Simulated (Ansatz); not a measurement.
Consider CdS in the zinc blende structure (space group F-43m, No. 216; a = 5.757 Å). Axes: x, y, z lie along the cube axes.

Level of theory: Ansatz (a program for electronic structure), LDA, PAW, cutoff 420 eV, scalar-relativistic without spin-orbit coupling.

Strains are applied to the cell and any free atomic positions relax; under biaxial strain the out-of-plane vector relaxes too.

One change was made to it. Results:

```tsv
quantity	base	after
energy relative to the base (free energy F)	0 meV/atom	+1.7 meV/atom
band gap	0.95 eV	0.86 eV
```

**Question.** Which change produced these results?
A. biaxial strain +0.50 %, plane normal [001], relaxed out of plane
B. biaxial strain +1.50 %, plane normal [001], relaxed out of plane
C. biaxial strain +3.00 %, plane normal [001], relaxed out of plane
D. biaxial strain +2.00 %, plane normal [001], relaxed out of plane

**Answer.** B, biaxial strain +1.50 %, plane normal [001], relaxed out of plane. For comparison, the energy relative to the base in the other runs: biaxial strain +2.00 %, plane normal [001], relaxed out of plane gives +2.9 meV/atom; biaxial strain +3.00 %, plane normal [001], relaxed out of plane gives +6.4 meV/atom; biaxial strain +0.50 %, plane normal [001], relaxed out of plane gives +0.2 meV/atom.

No phonon test of stability was made.
